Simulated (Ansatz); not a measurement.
Cd2P3Cl (C2/c, No. 15; cell taken from a computed entry) was calculated with r²SCAN in Ansatz (PAW).

Run with plane-wave cutoff 560 eV, 6×6×6 k mesh, Fermi–Dirac smearing 0.01 eV, scalar-relativistic PAW data made under PBE.

Cell (relaxed with PBEsol):

Space group C2/c (No. 15); a = 7.952 Å, b = 8.970 Å, c = 7.508 Å, α = γ = 90.00°, β = 100.85°

```csv
atom,site,symmetry,x,y,z
Cd,8f,1,0.2578,0.1535,0.2103
P,8f,1,0.3819,0.0459,0.5322
P,4e,2,0.0000,0.3024,0.2500
Cl,4e,2,0.0000,0.1361,0.7500
```
(The calculation used a cell of 12 atoms; values per cell refer to that cell.)

What does this level give for the band gap, smallest direct gap on the k points sampled and Γ–Γ gap?


* **band gap**: 1.49 eV
* **smallest direct gap on the k points sampled**: 1.88 eV
* **Γ–Γ gap**: 2.94 eV

Note: cell and atoms aren't relaxed at this level (largest force component 0.15 eV/Å, pressure 1.8 GPa).

Spin–orbit coupling is not included.

Static lattice: no zero-point or thermal effects.

Cost on a shared machine: roughly 10 core-minutes.

Ansatz is a quantum-chemistry and plane-wave program.
